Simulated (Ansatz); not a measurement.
Ansatz (an electronic-structure program), DFT, PBE, plane waves, its soft PAW files of 3 December: Au(111) slab of 4 layers, 1x1, atoms displaced, unrelaxed, 4 atoms. Basis and mesh were picked for this test and aren't claimed converged.

* **cell**: 2.88, 2.88, 17.06 Å; 90, 90, 60°
* **distance to the nearest atom**: 2.86 to 2.87 Å
* **task**: single point
* **k mesh**: 10×10×1
* **hamiltonian.xc**: pbe
* **kind of files**: paw
* **scf.occupations.method**: fermi_dirac
* **scf.occupations.width**: 0.05 eV
* **output.forces**: true
* **binding of workers (--pin)**: off
* **k-point pools (--kpoint-pools)**: 1
* **memory maximum (--max-ram)**: 8GiB
* **accuracy**: medium (default)
* **basis.precision**: auto (default)
* **basis.xc_grid**: 2 (default)
* **scf.eigensolver.kind**: auto (default)
* **scf.convergence.dr2_threshold**: 1e-07 (default)
* **scf.lower_state_search**: light (default)
* **k-points after symmetry**: 52
* **bands at the start**: 43
* **electrons**: 76
* **plane waves at Γ**: 2409
* **cutoff (eV)**: 420
* **FFT grid**: 20×20×120
* **symmetry operations**: 1

One run each.

All on 4 threads. Base settings, kept where nothing else is said: scf.mixing.algorithm = auto (default), scf.mixing.preconditioner = auto (default), scf.algorithm = auto (default) (scf.mixing.beta, scf.mixing.ndim, scf.mixing.q_tf not set). The settings tried:…
- scf.mixing.algorithm = broyden, scf.mixing.beta = 0.1
- scf.mixing.preconditioner = local_kerker
- scf.mixing.preconditioner = kerker
- scf.mixing.algorithm = broyden, scf.mixing.beta = 0.3
- scf.algorithm = direct_min
- scf.mixing.algorithm = broyden, scf.mixing.preconditioner = kerker, scf.mixing.q_tf = 0.5 1/Å
- scf.mixing.ndim = 16
- the base settings
- scf.mixing.preconditioner = none
- scf.mixing.algorithm = broyden, scf.mixing.preconditioner = kerker
- scf.mixing.algorithm = broyden
- scf.mixing.preconditioner = kerker_dos
- scf.mixing.preconditioner = ldos
- scf.mixing.algorithm = msr1
- scf.mixing.algorithm = broyden, scf.mixing.beta = 0.7
- scf.mixing.algorithm = anderson, scf.mixing.ndim = 1
- scf.mixing.algorithm = broyden, scf.mixing.preconditioner = kerker, scf.mixing.q_tf = 1.5 1/Å
- scf.mixing.algorithm = anderson, scf.mixing.ndim = 4
- scf.mixing.ndim = 4
- scf.mixing.algorithm = broyden, scf.mixing.beta = 1
- scf.mixing.algorithm = anderson
- scf.mixing.algorithm = anderson, scf.mixing.ndim = 16
- scf.mixing.algorithm = broyden, scf.mixing.preconditioner = none

Q: Which settings need the fewest SCF iterations, which the most, and do any fail to converge?

A: Fewest SCF iterations: scf.algorithm = direct_min (7). Most among those that reach the base run's result: scf.mixing.algorithm = broyden, scf.mixing.beta = 0.1 (18); scf.mixing.algorithm = broyden, scf.mixing.preconditioner = kerker (17); scf.mixing.preconditioner = kerker_dos (15); scf.mixing.preconditioner = kerker (15); scf.mixing.preconditioner = none (15). No count from: scf.mixing.algorithm = anderson, scf.mixing.ndim = 1 (unfinished when stopped at the time that we allowed, after 31 SCF iterations). All the others converged. In the base run the program took: scf.mixing.algorithm MSR1, scf.mixing.preconditioner LDOS, scf.eigensolver.kind band_cg, --slots 4.

```
setting                                                                                        SCF iterations  applications of H to a band        end
---------------------------------------------------------------------------------------------  --------------  ---------------------------  ---------
scf.algorithm = direct_min                                                                                  7                       200240  converged
the base settings                                                                                          11                        51537  converged
scf.mixing.algorithm = msr1                                                                                11                        51537  converged
scf.mixing.algorithm = broyden                                                                             11                        55563  converged
scf.mixing.algorithm = anderson                                                                            11                        55903  converged
scf.mixing.preconditioner = ldos                                                                           11                        51537  converged
scf.mixing.algorithm = broyden, scf.mixing.beta = 0.7                                                      11                        50694  converged
scf.mixing.algorithm = broyden, scf.mixing.beta = 1                                                        11                        55563  converged
scf.mixing.algorithm = anderson, scf.mixing.ndim = 16                                                      11                        55665  converged
scf.mixing.ndim = 16                                                                                       11                        51082  converged
scf.mixing.preconditioner = local_kerker                                                                   12                        46907  converged
scf.mixing.algorithm = broyden, scf.mixing.preconditioner = none                                           12                        54282  converged
scf.mixing.algorithm = anderson, scf.mixing.ndim = 4                                                       12                        58728  converged
scf.mixing.ndim = 4                                                                                        12                        55388  converged
scf.mixing.algorithm = broyden, scf.mixing.preconditioner = kerker, scf.mixing.q_tf = 0.5 1/Å              12                        52287  converged
scf.mixing.algorithm = broyden, scf.mixing.beta = 0.3                                                      13                        57793  converged
scf.mixing.algorithm = broyden, scf.mixing.preconditioner = kerker, scf.mixing.q_tf = 1.5 1/Å              13                        59056  converged
scf.mixing.preconditioner = none                                                                           15                        59486  converged
scf.mixing.preconditioner = kerker                                                                         15                        58180  converged
scf.mixing.preconditioner = kerker_dos                                                                     15                        60347  converged
scf.mixing.algorithm = broyden, scf.mixing.preconditioner = kerker                                         17                        71403  converged
scf.mixing.algorithm = broyden, scf.mixing.beta = 0.1                                                      18                        81490  converged
```

An iteration's cost differs between solvers, so these counts don't give the time.

Keys are those of Ansatz 0.2.
